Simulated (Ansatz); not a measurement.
Take CdCu2GeSe4 (space group I-42m, No. 121) as the base.

```yaml
crystal:
  lattice:
    - [-2.86511, 2.86511, 5.51206]
    - [2.86511, -2.86511, 5.51206]
    - [2.86511, 2.86511, -5.51206]
  atoms:
    - { symbol: Ge, position: [0.50000, 0.50000, 0.00000] }
    - { symbol: Cu, position: [0.25000, 0.75000, 0.50000] }
    - { symbol: Cu, position: [0.75000, 0.25000, 0.50000] }
    - { symbol: Se, position: [0.40420, 0.40420, 0.53438] }
    - { symbol: Se, position: [0.59580, 0.13018, 0.00000] }
    - { symbol: Se, position: [0.86982, 0.86982, 0.46562] }
    - { symbol: Se, position: [0.13018, 0.59580, 0.00000] }
    - { symbol: Cd, position: [0.00000, 0.00000, 0.00000] }
```

Computed with plane-wave PAW DFT at the PBEsol level (Ansatz, a first-principles code, 420 eV), spin-orbit coupling left out.

For the base:

| Quantity | Value |
|---|---|
| Pressure | 0.0 GPa |
| Band gap | zero |

Now apply this change: an isotropic linear strain of −2.25 %; the atoms relax in the strained cell.

Task: Predict the new pressure, energy relative to the base and band gap.

Result: The pressure (mean of the normal stresses, compression positive) goes from zero to 5.3 GPa; the energy grows by 23 meV/atom; the band gap remains zero.

Stability against distortions was not tested. All final runs are without spin polarisation. Gaps under 0.05 eV, about the width of the smearing, are given as zero. The zero or small gap of CdCu2GeSe4 can change with the level of theory.
